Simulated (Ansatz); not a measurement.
Take Rh3Si2 (space group P-3m1, No. 164; a cell from a computed database, its experimental status unchecked) as the base.

```
Rh3Si2
1.0
    3.95798     0.00000     0.00000
   -1.97899     3.42771     0.00000
    0.00000     0.00000     5.03608
Si Rh
2 3
Cartesian
  0.00000   2.28514   0.99746
  1.97899   1.14257   4.03862
  0.00000   2.28514   3.39141
  1.97899   1.14257   1.64467
  0.00000   0.00000   0.00000
```

Cartesian axes are those of the cell as printed.

The values are results of PBEsol (Ansatz, a quantum-chemistry and plane-wave program), scalar-relativistic without spin-orbit coupling, earlier PAW set, not measurements.

For the base:

```
Item                             Value
-----------------------------  -------
Shortest interatomic distance  2.375 Å
Pressure                       0.0 GPa
```

Modification: strain tensor (xx, yy, zz, yz, xz, xy) = (+0.16, −0.55, +1.00, −0.69, +1.48, −0.47) %, atoms relaxed at fixed cell.

What happens to the largest internal atomic displacement, energy relative to the base, shortest interatomic distance and pressure?

The largest internal atomic displacement is 0.013 Å; the energy rises by 5.9 meV/atom; the shortest interatomic distance shrinks by 0.016 Å to 2.359 Å; the pressure (mean of the normal stresses, compression positive) goes from zero to -0.9 GPa.

Without a gap, meshes like the base's 14×14×9 leave anisotropic stresses uncertain by several tenths of a GPa, and small strain energies with them. Whether these cells are dynamically stable was not tested. All final runs are without spin polarisation. An odd electron count without spin: Rh3Si2.
